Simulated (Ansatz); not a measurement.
We consider PtCl2 (Pnnm, No. 58, 6 atoms in the cell; start mp-567484; a measured phase of this formula has another space group), described by HSE06 (PAW; Ansatz, a quantum-chemistry and plane-wave program).

Numerical settings: plane-wave cutoff 460 eV, 6×2×6 k mesh (along the axes of the cell as run), Fermi–Dirac smearing 0.01 eV, scalar-relativistic PAW data made under PBE.

Cell (relaxed with PBE-D3(BJ)):

```xyz
6
Lattice="3.6225 0.0000 0.0000 0.0000 11.0679 0.0000 0.0000 0.0000 3.4564" Properties=species:S:1:pos:R:3 pbc="T T T"
Pt     0.0000     0.0000     1.7282
Pt     1.8113     5.5340     0.0000
Cl     3.4628     9.5314     0.0000
Cl     0.1597     1.5365     0.0000
Cl     1.6515     7.0705     1.7282
Cl     1.9710     3.9974     1.7282
```

Question: Give the computed band gap, smallest direct gap on the k points sampled and direct gap at Γ.

Answer: 
band gap: 2.27 eV
smallest direct gap on the k points sampled: 2.74 eV
direct gap at Γ: 2.93 eV

Note: cell and atoms aren't relaxed at this level.

Spin–orbit coupling is not included.

The computed numbers hold no vibrational or temperature effects.

Computing time: very roughly 5 core-minutes.

A start named mp-… is a Materials Project structure, which need not be a measured phase.
